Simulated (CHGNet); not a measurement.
**B20 (FeSi-type) MnSi**

Level of theory: the machine-learned potential CHGNet-r²SCAN (trained on r²SCAN data).

Cell: relaxed at this level.

| Property | Value |
|---|---|
| equilibrium lattice constant a | 4.514 Å |
| volume per atom | 11.50 Å³/atom |

Measured, for comparison: lattice constant a 4.560 Å, equilibrium volume per atom 11.85 Å³/atom (temperature not stated, not corrected to a static lattice; as tabulated in Wikipedia's data pages). Computed (rounded) less measured: lattice constant a -1.0 %, equilibrium volume per atom -3.0 %. A static lattice is as a rule a little smaller and stiffer than an uncorrected measurement, which can account for part of this.

A machine-learned potential is trained on density-functional data: it inherits that level's misses and adds fitting errors of its own.
